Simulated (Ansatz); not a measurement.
The starting structures come from a database of crystals and need not be the phases stable at ambient conditions.

By PBEsol, the system below comes out a metal.

The ballistic (Sharvin) conductance counts the channels at the Fermi level: G/A = (e²/h) × channels of both spins per area.

Data:

```yaml
crystal:
  lattice:
    - [4.39795, 0.00000, 0.00000]
    - [0.00000, 5.50902, 0.00000]
    - [0.00000, -2.75451, 4.77095]
  atoms:
    - { symbol: Mo, position: [0.75000, 0.66667, 0.33333] }
    - { symbol: Mo, position: [0.25000, 0.33333, 0.66667] }
    - { symbol: Ir, position: [0.75000, 0.66735, 0.83368] }
    - { symbol: Ir, position: [0.25000, 0.33265, 0.16633] }
    - { symbol: Ir, position: [0.25000, 0.83367, 0.16633] }
    - { symbol: Ir, position: [0.75000, 0.16633, 0.83368] }
    - { symbol: Ir, position: [0.75000, 0.16633, 0.33265] }
    - { symbol: Ir, position: [0.25000, 0.83367, 0.66735] }
```

Space group of this cell: P6_3/mmc. The cell is taken as given; by PBEsol its mean pressure is -6.0 GPa.

The current flows along the normal of the first two printed cell vectors, the (100) plane of the conventional cell. No spin-orbit coupling; the value is a mean over 0.1 eV about the Fermi level.

Question: Estimate the ballistic conductance per area that PBEsol (Ansatz, a first-principles code) returns for this system.

Answer: 0.75 × 10¹⁵ S/m² for both spins.
